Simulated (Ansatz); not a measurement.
**C, element substitutions**

Base system: C in the diamond structure (space group Fd-3m, No. 227; a = 3.5603 Å).

Each row replaces one element on all its sites; cell and atoms are relaxed.

Computed with r2SCAN, PAW, 500 eV (Ansatz, a first-principles code; no spin-orbit coupling).

Base values:

The volume per atom is 5.64 Å³.

Q: The aim is a volume per atom between 27.39 Å³ and 28.78 Å³. Which of these changes reaches it?
A) C → P
B) C → Au
C) C → S

A: B, C → Au. It gives 28.03 Å³; C → S gives 23.87 Å³; C → P gives 20.01 Å³. Changes not listed may reach it too

No phonon test of stability was made. As relaxed here, S, Au and P are hypothetical phases, not in the database extracts checked.
